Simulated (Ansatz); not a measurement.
## InP under a change: biaxial strain +0.48 %, plane normal [111], relaxed out of plane

Base system: InP in the zinc blende structure (space group F-43m, No. 216; a = 5.9070 Å). Axes: x, y, z lie along the cube axes.

Now apply this change: tensile biaxial strain of 0.48 % in the plane normal to [111], as in epitaxy on a mismatched substrate; the out-of-plane cell vector and the atoms relax.

Level of theory: Ansatz (a first-principles code), r2SCAN, PAW, cutoff 500 eV, no SOC. Γ-centred 10×10×10 mesh, Fermi–Dirac width 0.05 eV.

```csv
quantity,base,changed,shift
volume per atom,25.76 Å³,25.94 Å³,+0.18 Å³
space group,F-43m (No. 216),R3m (No. 160),–
shortest interatomic distance,2.558 Å,2.559 Å,+0.001 Å
energy relative to the base (free energy F),0 meV/atom,+0.5 meV/atom,+0.5 meV/atom
band gap,1.03 eV,0.96 eV,-0.07 eV
gap character,direct at Γ,direct at Γ,–
electron mass,0.074 mₑ (at Γ),0.071 mₑ (at Γ),–
"valence-band top at Γ (three highest levels, from the VBM)","0.00, 0.00, 0.00 eV","0.00, -0.05, -0.05 eV",–
"valley order (the lowest conduction-band minima on the path, energy above the VBM, named in the base's zone)",Γ 1.03 eV; L along ⟨111⟩ 1.80 eV; X along ⟨100⟩ 2.04 eV,Γ 0.96 eV; L along [111] 1.68 eV; L along [1-1-1] 1.77 eV; X along [001] 2.02 eV,–
out-of-plane strain,–,-0.28 %,–
mean in-plane stress (compression positive),–,-0.7 GPa,–
```

Final structure (turned so that z lies along the plane normal):

```yaml
crystal:
  lattice:
    - [4.19694, 0.00000, 0.00000]
    - [2.09847, 3.63466, 0.00000]
    - [2.09847, -1.21155, 3.40102]
  atoms:
    - { symbol: P, position: [0.50083, 0.74959, 0.24876] }
    - { symbol: In, position: [0.99917, 0.00041, 0.00124] }
```

Effective masses come from finite differences of ±0.01 Å⁻¹. Whether these cells are dynamically stable was not tested. k-point labels follow each cell's own Brillouin zone.
